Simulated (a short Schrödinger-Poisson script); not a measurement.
MOS inversion layer, Si3N4 on p-type Si(110)

Stack: MOS inversion layer, Si3N4 on p-type Si(110), at 300 K.

```
layer  material  thickness (nm)  Na (cm⁻³)
-----  --------  --------------  ---------
1         Si3N4               3          -
2            Si             450     4.6e17
```

The device is made up for the run: typed textbook-type constants, with dimensions and the other settings drawn at random. Si3N4: permittivity 7.5, conduction-band edge (eV) 1.95, gap (eV) 5.1, electron mass (mₑ) 0.5. Si: permittivity 11.7, conduction-band edge (eV) 0, gap (eV) 1.124, Nv at 300 K (cm⁻³) 3.1e19.

Channel valleys (confinement mass, in-plane density-of-states mass, number): Δ4 0.315, 0.324, 4; Δ2 0.19, 0.417, 2. At the gate the conduction-band edge of layer 1 lies 2.14 eV − eVg above the Fermi level of the channel; the field vanishes at the back. Gaps are held at their typed values at every temperature. Mesh 0.03 nm at interfaces.

From a short Schrödinger-Poisson script (our own, NumPy): 1D Poisson equation in equilibrium, electrons quantum, Hartree (BenDaniel-Duke, 12 states a valley, the channel's in-plane mass for all, wave functions free to enter the dielectric), parabolic valleys, classical holes, full ionisation, no traps, pinning or gate leakage.

```
Vg (V)  electrons (cm⁻²)  C (μF/cm²)  Δ4 E0 (meV)  Δ4 E1 (meV)  Δ2 E0 (meV)  Δ2 E1 (meV)
------  ----------------  ----------  -----------  -----------  -----------  -----------
0.15              1.48e8       0.200        305.0        390.2        320.0        420.2
0.25              4.24e9       0.210        218.1        306.8        233.6        338.0
0.35             9.43e10       0.533        137.6        229.8        153.6        262.1
0.45             5.88e11        1.17         89.7        186.0        106.4        219.0
0.55             1.40e12        1.44         66.6        167.4         84.1        200.8
0.65             2.33e12        1.56         52.5        157.7         70.9        191.5
0.75             3.32e12        1.64         42.4        151.9         61.6        185.9
0.85             4.36e12        1.68         34.5        148.1         54.4        182.3
0.95             5.42e12        1.72         28.0        145.5         48.6        179.9
1.05             6.51e12        1.75         22.4        143.7         43.7        178.2
1.15             7.61e12        1.78         17.4        142.4         39.3        177.1
```

Subbands count from the Fermi level.
